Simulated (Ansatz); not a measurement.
## CO on the 1x1 (111) surface of fcc Pt, one in a 2x2 cell, started at the site 'top Pt'

Method: r2SCAN, at the PBE geometry (plane waves to 500 eV, PAW; Ansatz, a first-principles code).

Model: 18-atom slab, 6.9 Å thick at the start under the adsorbate (thin: gaps and levels are the slab's own), 6x6x1 mesh, Fermi-Dirac 0.1 eV, dipole correction, single point; on the structure that PBE left under its start's symmetry; no spin, no spin-orbit, no U, no dispersion correction. At the end it is bonded to Pt. In PBE this state lies 0.07 eV over the lowest of the starts that converged ('hollow Pt-Pt-Pt over Pt at depth 4.6 Å').

The adsorption energy against CO(g) at the same level is -1.77 eV, the work function of the top face is 5.54 eV and the change of the work function is -0.21 eV. The change of the step from the bottom to the top vacuum level, against the clean slab comes out as -0.19 eV and the height of the binding atom over the mean of the host atoms within 0.3 Å of the top one is 2.016 Å. The nearest host atoms of the binding atom comes out as Pt at 1.84 Å, Pt at 3.49 Å, Pt at 3.49 Å and the cost is very roughly 120 core-seconds.

A negative adsorption energy means that the adsorbate is more stable on the surface than in its reference.
